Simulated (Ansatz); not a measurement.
# Ti3Al: isotropic strain −3.43 %

Take Ti₃Al (space group P6_3/mmc, No. 194; a = 5.747 Å, c = 4.632 Å) as the base.

Modification: the cell is scaled by 0.9657 in all directions, atoms relaxed at fixed cell.

The values are results of DFT with r2SCAN, PAW potentials and a 500 eV plane-wave cutoff in Ansatz (a quantum-chemistry and plane-wave program), no spin-orbit coupling, earlier PAW set, not measurements. k-mesh 10×10×10 (Γ-centred); smearing 0.05 eV (Fermi–Dirac).

```csv
quantity,base,changed,shift
volume per atom,16.56 Å³,14.92 Å³,-1.647 Å³
space group,P6_3/mmc (No. 194),P6_3/mmc (No. 194),–
shortest interatomic distance,2.813 Å,2.717 Å,-0.096 Å
energy relative to the base (free energy F),0 meV/atom,+73 meV/atom,+73 meV/atom
band gap,zero,zero,–
```

Final structure:

```
Ti3Al
1.0
    5.55024     0.00000     0.00000
   -2.77512     4.80665     0.00000
    0.00000     0.00000     4.47302
Ti Al
6 2
Direct
  0.82982   0.65964   0.25000
  0.17018   0.82982   0.75000
  0.34036   0.17018   0.25000
  0.17018   0.34036   0.75000
  0.82982   0.17018   0.25000
  0.65964   0.82982   0.75000
  0.33333   0.66667   0.25000
  0.66667   0.33333   0.75000
```

Whether these cells are dynamically stable was not tested. The final runs are not spin-polarised.
